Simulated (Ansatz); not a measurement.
## PBE against PBEsol: hypothetical diamond La, pressure 10 GPa

The reference is La in the diamond structure (space group Fd-3m, No. 227; a = 6.680 Å; a hypothetical phase, not in the database extracts checked).

(Cell as relaxed with PBE.)

Levels (all Ansatz, a first-principles code, PAW): PBE (420 eV, no spin-orbit coupling); PBEsol (420 eV, no spin-orbit coupling).

Each level relaxes its own structure.

```csv
base,PBE,PBEsol
volume per atom,37.25 Å³,35.34 Å³
lattice parameter a,12.622 bohr,12.403 bohr
band gap,zero,zero
```

Now apply this change: a hydrostatic pressure of 10 GPa.

| quantity | PBE | PBEsol |
|---|---|---|
| shortest interatomic distance | 5.202 bohr | 5.144 bohr |
| band gap | zero | zero |

PBE's shortest interatomic distance lies 0.058 bohr above PBEsol's (1.1 %); the two agree on the band gap. Neither level is exact; PBEsol is the comparison here, not a measurement.

Load acts through the strain it causes; cell and atoms are relaxed under it. No phonon test of stability was made. Competing high-pressure phases were not computed.
